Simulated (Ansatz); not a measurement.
Start from ZnGeP2 in the chalcopyrite structure (space group I-42d, No. 122; a = 5.374 Å, c = 10.625 Å). Axes: x, y, z lie along a, b, c of the conventional cell.

Computed with LDA in Ansatz (plane waves to 420 eV, PAW, without spin-orbit coupling).

Before the change:

| Item | Value |
|---|---|
| Valence-band top at Γ | 0.00, -0.07, -0.07 eV |
| Smallest direct gap | 1.18 eV |

The change: the cell is stretched by 0.75 % along z with no lateral relaxation; the atoms relax in the strained cell.

Problem. What happens to the valence-band top at Γ?

Solution. The valence-band top at Γ (three highest levels, from the VBM) goes from 0.00, -0.07, -0.07 eV to 0.00, -0.02, -0.02 eV.

Problem. Estimate the effect on the smallest direct gap.

Solution. The smallest direct gap grows by 0.08 eV, from 1.18 eV to 1.26 eV.

No phonon test of stability was made.

Ansatz is a quantum-chemistry and plane-wave program.
